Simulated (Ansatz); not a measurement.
Nb under a change: isotropic strain −2.50 %

Consider Nb in the bcc (W type) structure (space group Im-3m, No. 229; a = 3.311 Å; relaxed with 0.1 eV smearing).

The change: the cell is scaled by 0.9750 in all directions; the atoms relax in the strained cell.

Computed with PBE (Ansatz, a quantum-chemistry and plane-wave program, PAW, scalar-relativistic without spin-orbit coupling). Settings: 28×28×28 k-points, 0.1 eV Fermi–Dirac smearing.

| quantity | base | changed | shift |
|---|---|---|---|
| volume per atom | 18.16 Å³ | 16.83 Å³ | -1.33 Å³ |
| space group | Im-3m (No. 229) | Im-3m (No. 229) | – |
| energy relative to the base (free energy F) | 0 meV/atom | +58 meV/atom | +58 meV/atom |
| pressure | 0.0 GPa | 14.7 GPa | +14.7 GPa |
| band gap | zero | zero | – |

Final structure:

```
CELL_PARAMETERS angstrom
     -1.61434     1.61434     1.61434
      1.61434    -1.61434     1.61434
      1.61434     1.61434    -1.61434
ATOMIC_POSITIONS crystal
  Nb 0.00000 0.00000 0.00000
```

Stability against distortions was not tested. All final runs are without spin polarisation.
